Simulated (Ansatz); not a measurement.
The starting structures come from a database of crystals and need not be the phases stable at ambient conditions.

 Where the default PAW files enter, the runs use the earlier of Ansatz's two default sets.

Evanescent states of GaP (P6_3mc, wurtzite, not sure to be the ambient phase, 4 atoms a cell, 20.2 Å³ an atom) along the normal of (100)

Method: r2SCAN (plane waves, PAW; Ansatz, an electronic-structure program).

No gap correction and no spin-orbit coupling; mid-gap values are interpolated between computed energies.

Energies count from the valence-band top; κ is the least over a 8×6 mesh across the current.

```
E (eV)  κ (1/Å)  where
------  -------  -----
0.05      0.039      Γ
0.15      0.066      Γ
0.25      0.083      Γ
0.35      0.097      Γ
0.45      0.107      Γ
0.55        [?]      Γ
0.65        [?]      Γ
0.75        [?]      Γ
0.85        [?]      Γ
0.95        [?]      Γ
1.05        [?]      Γ
1.15        [?]      Γ
1.25        [?]      Γ
1.35      0.107      Γ
1.45      0.094      Γ
1.55      0.078      Γ
1.65      0.054      Γ
```

**Question.** Some entries are withheld; supply them.

**Answer.** 
- 0.55, κ (1/Å): 0.116
- 0.65, κ (1/Å): 0.124
- 0.75, κ (1/Å): 0.131
- 0.85, κ (1/Å): 0.137
- 0.95, κ (1/Å): 0.136
- 1.05, κ (1/Å): 0.135
- 1.15, κ (1/Å): 0.127
- 1.25, κ (1/Å): 0.117
